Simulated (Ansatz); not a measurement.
Base system: ZnS in the wurtzite structure (space group P6_3mc, No. 186).

```xyz
4
Lattice="3.8451 0.0000 0.0000 -1.9226 3.3300 0.0000 0.0000 0.0000 6.3057" Properties=species:S:1:pos:R:3 pbc="T T T"
Zn     1.9226     1.1100     6.3047
Zn     0.0000     2.2200     3.1519
S      1.9226     1.1100     3.9432
S      0.0000     2.2200     0.7904
```

Cartesian axes are those of the cell as printed.

Levels (all Ansatz, a first-principles code, PAW): PBE (420 eV, spin-orbit coupling left out); HSE06 (420 eV, no SOC).

Its gap is 2.08 eV with PBE and 3.30 eV with HSE06.

Perturbation: the cell is stretched by 3.20 % along z with no lateral relaxation, atoms relaxed at fixed cell.

With PBE the gap becomes 1.85 eV.

Task: If the HSE06 correction stayed the same, what would the HSE06 gap be, and what does the HSE06 run give?

Result: A rigid correction of +1.22 eV gives 3.07 eV. The HSE06 run gives 3.04 eV, so the two effects roughly add.

Single points use the geometry relaxed with PBE. The cells carry an imposed strain or load. Stability against distortions was not tested.
